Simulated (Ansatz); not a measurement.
A self-consistent single point of CsVN2 (Cm, 8 atoms in the cell) with Ansatz (a quantum-chemistry and plane-wave program).

Level of theory: LDA (PW92), default PAW files made with PBE (plane waves; Ansatz).

The change in words: 1 x 1 x 1 supercell, one N atom moved by 0.02 angstrom along z; scf.occupations.method: fixed → fermi_dirac; scf.occupations.width: default → 0.05 eV. Reference geometry:
```yaml
crystal:
  lattice:
    - [0.00000, 4.19280, 4.19280]
    - [4.19280, 0.00000, 4.19280]
    - [4.19280, 4.19280, 0.00000]
  atoms:
    - { symbol: Cs, position: [0.25000, 0.25000, 0.25000] }
    - { symbol: Cs, position: [0.00000, 0.00000, 0.00000] }
    - { symbol: V, position: [0.75000, 0.75000, 0.75000] }
    - { symbol: V, position: [0.50000, 0.50000, 0.50000] }
    - { symbol: N, position: [0.62500, 0.62500, 0.62500] }
    - { symbol: N, position: [0.12500, 0.62500, 0.62500] }
    - { symbol: N, position: [0.62500, 0.62500, 0.12500] }
    - { symbol: N, position: [0.62500, 0.12500, 0.62500] }
```

Reference input (self-consistent single point, DFT, LDA (PW92), plane waves, default PAW files made with PBE): basis.ecutwfc = 420 eV; kpoints.mp_grid.grid = 5 5 5; hamiltonian.xc = lda; hamiltonian.pseudopotentials = {kind: paw} (the program's default PAW files); scf.occupations.method = fixed. This run's input differs from it in these lines:

Ansatz 0.2 input:
```diff
@@ -11,3 +11,3 @@
     - { symbol: V, position_ang: [4.192795, 4.192795, 4.192795] }
-    - { symbol: N, position_ang: [5.240994, 5.240994, 5.240994] }
+    - { symbol: N, position_ang: [5.240994, 5.240994, 5.260993] }
     - { symbol: N, position_ang: [5.240994, 3.144596, 3.144596] }
@@ -23,3 +23,3 @@
 scf:
-  occupations: { method: fixed }
+  occupations: { method: fermi_dirac, width: 0.05 }
 output:
```

Output (repeated stretches shortened):

```
SCF iter   1: F=—  HF=-18233.072029 eV  |F-HF|=—  |Δ(HF+E_count)|=         —  Δρ=9.41e-3  dr2=1.41e-1  ethr=1.77e-3  ⟨swp⟩=7.9  Hψ=7107  notcnv=0  defer=7
all-band conjugate gradients solve this SCF's bands
preconditioner: auto → Resta (q_TF=auto, 2.374 Å⁻¹)
SCF iter   2: F=—  HF=-18233.041429 eV  |F-HF|=—  |Δ(HF+E_count)|=   3.06e-2  Δρ=3.44e-3  dr2=1.81e-2  ethr=2.20e-4  ⟨swp⟩=2.3  Hψ=2584  notcnv=0  defer=50
   [... lines left out ...]
SCF iter   4: F=—  HF=-18233.037209 eV  |F-HF|=—  |Δ(HF+E_count)|=   1.66e-4  Δρ=1.14e-4  dr2=2.19e-5  ethr=1.39e-6  ⟨swp⟩=3.0  Hψ=2446  notcnv=0  defer=50
SCF iter   5: F=—  HF=-18233.037211 eV  |F-HF|=—  |Δ(HF+E_count)|=   1.83e-6  Δρ=3.73e-5  dr2=2.32e-6  ethr=3.42e-8  ⟨swp⟩=2.0  Hψ=2374  notcnv=0  defer=50
SCF iter   6: F=—  HF=-18233.037210 eV  |F-HF|=—  |Δ(HF+E_count)|=   1.81e-7  Δρ=9.18e-6  dr2=2.56e-7  ethr=3.63e-9  ⟨swp⟩=2.6  Hψ=2691  notcnv=0  defer=50
SCF iter   7: F=-18233.037210 eV  HF=-18233.037210 eV  |F-HF|=2.08e-8  |Δ(HF+E_count)|=   6.26e-8  Δρ=3.69e-6  dr2=2.53e-8  ethr=1.56e-10  ⟨swp⟩=10.8  Hψ=6373  notcnv=0
SCF 1 converged in 7 iterations: F = -18233.037210 eV  dr2 = 2.53e-8
Free energy (F): -18233.037210 eV
Internal energy: -18233.036791 eV  (E = F + TS)
E sigma→0 (E₀):  -18233.037001 eV
Entropy (-TS):   -0.000419 eV (-0.052 meV/atom)
Fermi energy:    8.089233 eV
--- Forces (eV/Å), atoms counted from 1 ---
  atom   1  Cs     0.00361225     0.00361225    -0.00191642
  atom   2  Cs     0.00371501     0.00371501    -0.00167492
  atom   3  V     -0.00527342    -0.00527342     0.04218459
  atom   4  V     -0.01016701    -0.01016701     0.03627457
  atom   5  N     -0.08084834    -0.08084834    -0.16638690
  atom   6  N     -0.05210114     0.08896921     0.08453645
  atom   7  N      0.05209034     0.05209034    -0.07755650
  atom   8  N      0.08896921    -0.05210114     0.08453645
--- Stress (GPa, compression-positive) ---
       -6.877579       0.005102       0.003497
        0.005102      -6.877579       0.003497
        0.003497       0.003497      -6.879689
  P = ⅓ Tr σ = -6.8783 GPa (-68.783 kbar)
  The stress holds the Pulay correction. Without it, at fixed plane waves, as pw.x and ABINIT print it: P = -7.2129 GPa
```

The run converged in 7 iterations. Against the reference run the free energy stays essentially unchanged (within 1 meV/atom), the pressure moves little (-6.89 to -6.88 GPa), the largest force goes from 0.000 to 0.202 eV/Å and the gap on the mesh hardly changes (0.489 to 0.491 eV).

The starting cell comes from a database of computed structures (which also holds hypothetical and non-ambient phases and stackings), without a prior relaxation at this level. Its lattice was rescaled by up to half a per cent. For this run, on top of that: 1 x 1 x 1 supercell, one N atom moved by 0.02 angstrom along z. With a pressure of about -7 GPa the cell is away from its equilibrium volume at this level. Ansatz's pressure includes its estimate of the finite-basis (Pulay) stress.
